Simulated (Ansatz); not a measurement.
# Phonon-limited transport in TiOs (Pm-3m)

Data:

```
CELL_PARAMETERS angstrom
      3.06141     0.00000     0.00000
      0.00000     3.06141     0.00000
      0.00000     0.00000     3.06141
ATOMIC_POSITIONS crystal
  Ti 0.50000 0.50000 0.50000
  Os 0.00000 0.00000 0.00000
```

These are PBEsol, DFPT electron-phonon coupling, linearised Boltzmann equation (plane waves, PAW, scalar-relativistic; Ansatz, an electronic-structure program) values and carry that method's errors. Geometry: relaxed with this functional, without spin-orbit coupling.

```yaml
resistivity at 300 K: 3.9 μΩ·cm
resistivity at 77 K: 0.35 μΩ·cm
electron mean free path at 300 K (weighted by the current that each state carries): 56 nm
electron-phonon coupling λ: 0.094
transport coupling λ_tr: 0.088
logarithmic_mean_phonon_energy: 25 meV
density of states at the Fermi level: 0.190 states/(eV·spin·cell)
drude_plasma_energy: 4.6 eV
Hall coefficient at 300 K: 101 ×10⁻¹¹ m³/C
Tc for μ* = 0.10 (anisotropic Eliashberg): below 1 K
Tc for μ* = 0.13 (anisotropic Eliashberg): below 1 K
```

A metal at this level (no band gap). Only scattering by harmonic phonons is included (no impurities, grain boundaries, electron-electron scattering or thermal expansion). Spin-orbit coupling is left out, which matters with elements this heavy. Halving the electron mesh (28x28x28) moves the resistivity by up to 11 % at 300 K, the mean free path by up to 5 %, the coupling by up to 3 %. Smearing 0.20 eV; phonons on a 5x5x5 q mesh, which this run doesn't test and which matters most at low temperature. Tc comes from the anisotropic Migdal-Eliashberg equations with μ*, a chosen number, referred to 29 meV.

Formula and space group known from diffraction (Crystallography Open Database), not checked to be the room-temperature form: TiOs (Pm-3m).
